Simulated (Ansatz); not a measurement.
A computed series for TiSi2: point defects

Base system: a 12-atom supercell of TiSi2 (space group Cmcm, No. 63) at its relaxed geometry.

```
CELL_PARAMETERS angstrom
      1.77297    -6.78252     0.00000
      3.54594     0.00000    -3.57969
      3.54594     0.00000     3.57969
ATOMIC_POSITIONS crystal
  Si 0.88168 0.65458 0.40458
  Si 0.88168 0.15458 0.90458
  Si 0.11832 0.34542 0.59542
  Si 0.11832 0.84542 0.09542
  Si 0.50056 0.99986 0.74986
  Si 0.50056 0.49986 0.24986
  Si 0.49944 0.00014 0.25014
  Si 0.49944 0.50014 0.75014
  Ti 0.20640 0.82340 0.57340
  Ti 0.20640 0.32340 0.07340
  Ti 0.79360 0.17660 0.42660
  Ti 0.79360 0.67660 0.92660
```

One neutral defect a cell, atoms relaxed at fixed cell.

Computed with PBE in Ansatz (plane waves to 420 eV, PAW, scalar-relativistic without spin-orbit coupling), earlier PAW set.

| variant | largest displacement of a host atom from its site in the perfect cell | pressure |
|---|---|---|
| perfect supercell | – | 0.0 GPa |
| Hf on a Ti site, symmetric start | 0.07 Å | 5.1 GPa |
| Si on a Ti site (antisite) | 1.39 Å | 2.3 GPa |
| Ti vacancy, symmetric start | 0.15 Å | -2.4 GPa |
| Ti interstitial (started 1.72 Å from the nearest host atom) | 0.52 Å | (withheld) |
| H interstitial (started 1.80 Å from the nearest host atom) | (withheld) | 1.9 GPa |

What belongs in the blanks?


- Ti interstitial (started 1.72 Å from the nearest host atom), pressure: 25.7 GPa
- H interstitial (started 1.80 Å from the nearest host atom), largest displacement of a host atom from its site in the perfect cell: 0.10 Å

In so small a cell the defect repeats every few ångströms: this is an ordered compound, not a dilute defect. Defects with a symmetric start kept the site's symmetry and may sit on a saddle; the others started slightly shaken. The final runs are not spin-polarised.

Ansatz is a quantum-chemistry and plane-wave program.
